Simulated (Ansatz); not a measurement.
SrTiO3: Li interstitial (started 1.95 Å from the nearest host atom), symmetric start

Base system: a 10-atom supercell of SrTiO3 in the cubic perovskite structure (space group Pm-3m, No. 221; a = 3.8914 Å) at its relaxed geometry.

One thing is altered: one Li atom is added in an open site, starting 1.95 Å from the nearest host atom, atoms relaxed at fixed cell.

Method: PBEsol (Ansatz, a quantum-chemistry and plane-wave program), no spin-orbit coupling, earlier PAW set. k-mesh 6×6×6 (Γ-centred); smearing 0.01 eV (Fermi–Dirac).

The pressure goes from zero to 10.6 GPa and the largest displacement of a host atom from its site in the perfect cell is 0.34 Å. The final site of the added atom is 4 O at 1.91 Å (square planar).

Other magnetic orders, which the real material may have, were not ruled out. In so small a cell the defect repeats every few ångströms: this is an ordered compound, not a dilute defect. A case with no gap was solved on a k-mesh chosen for an insulator, which is coarse for it. The defect started on the symmetric site and kept its symmetry, so it may sit on a saddle. Starting moments died away, wholly or in part, for Li interstitial (started 1.95 Å from the nearest host atom); another magnetic solution may exist. No Hubbard U is applied, and correlation can decide whether such a compound is a metal. Spin-polarised in the final run: Li interstitial (started 1.95 Å from the nearest host atom); the other runs are not. Many cubic perovskites are stable only at high temperature; tilts and polar distortions were not tested. The defect cell is spin-polarised and ends with 0.0 μB.
